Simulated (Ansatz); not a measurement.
# By hand: formation energy of W_Cu in Cu (fcc, Fm-3m)

Subject: the formation energy of W_Cu in Cu (fcc, Fm-3m). Reaction: 63 Cu (fcc) + W (bcc) → cell A.

A: a supercell of 64 sites of Cu (fcc, Fm-3m) with W on a Cu site (12 Cu at 2.60 Å); spin state with PBE: run without spin.

Method: Ansatz (a program for electronic structure), PAW, neutral cells at 0 K with nuclei at rest, on structures from PBE. Ansatz runs with its default PAW set. Other levels take these structures. The lattices are those relaxed with PBE, so at other levels the solids can be strained, which adds to the spread. Larger cells are relaxed from a start prepared with the learned potential CHGNet, on a coarser mesh till forces fall under 0.03 eV/Å, which some starts already meet. A dispersion term (D3(BJ), or D4 for r2SCAN) was computed beside these levels and is taken off wherever the name lacks it. Space groups of crystals are read within 0.01 Å. Spin-orbit coupling is left out. Mesh and cell size may move defect energies by 0.1 eV or more. Cell A has symmetry Fm-3m within 0.02 Å and got no random move, so less symmetric positions, which may lie lower, weren't tried.

Total energies of the cells in eV, at zero smearing width. They compare only within one column; the weights balance every element.

```
cell        atoms  weight            PBE     PBE+D3(BJ)
----------  -----  ------  -------------  -------------
A: Cu:W_Cu     64      +1  -427768.61148  -427805.77090
Cu (fcc)       64  −63/64  -424011.20562  -424048.05208
W (bcc)         1      −1   -10384.82305   -10385.50596
```

PBE: (-427768.61148) − 63/64 × (-424011.20562) − (-10384.82305) = 2.242 eV.

PBE+D3(BJ): (-427805.77090) − 63/64 × (-424048.05208) − (-10385.50596) = 2.036 eV.

What follows from the PBE value: With the reservoirs of the reaction as written, and without entropy terms or charged states, the share of sites that hold the defect in equilibrium is exp(−2.24 eV/k_BT) = 5.1×10^-12 at 1000 K.
